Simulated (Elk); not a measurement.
Band structure of WSi2 (I4/mmm, 3 atoms in the cell).

```yaml
crystal:
  lattice:
    - [-1.60500, 1.60500, 3.91500]
    - [1.60500, -1.60500, 3.91500]
    - [1.60500, 1.60500, -3.91500]
  atoms:
    - { symbol: Si, position: [0.66500, 0.66500, 0.00000] }
    - { symbol: Si, position: [0.33500, 0.33500, 0.00000] }
    - { symbol: W, position: [0.00000, 0.00000, 0.00000] }
```

Level of theory: PBE, all-electron FP-LAPW, Elk's shipped species files, APW+lo basis with extra local orbitals run with Elk.

Settings: xctype = 20; rgkmax = 8; stype = 3; swidth = 0.00367493 Ha; ngridk = 10 10 10; gmaxvr = 16 1/bohr; nxlo = 2; lorbcnd = true; rmtscf = 0.93; lmaxi = 3.

The starting cell has typed, rounded lattice constants, without a prior relaxation at this level. Spin-orbit coupling is off. Spin polarisation is off. Values depend on the basis (sphere radii, cutoffs, local orbitals), which need not be converged.

Levels in eV from the Fermi level, bands 15 to 22:
```tsv
point	15	16	17	18	19	20	21	22
Γ	-3.35	-2.84	-2.84	0.61	2.79	2.93	3.08	3.08
X	-5.47	-5.02	-3.28	-1.77	2.82	2.99	3.14	3.91
Y	-5.13	-4.07	-3.14	-2.33	1.98	2.14	3.05	5.16
S	-3.07	-2.72	-2.49	-0.33	1.79	2.52	3.56	4.43
Z	-2.57	-0.82	-0.82	-0.51	-0.51	0.79	4.51	4.90
S1	-3.07	-2.72	-2.49	-0.33	1.79	2.52	3.56	4.43
N	-4.87	-2.81	-2.77	-0.44	2.72	2.82	3.92	4.44
P	-6.59	-3.02	-2.44	-2.44	0.09	2.99	3.64	4.09
Y1	-5.13	-4.07	-3.14	-2.33	1.98	2.14	3.05	5.16
```

Bands cross the Fermi level along this path, so the cell is metallic at this level.
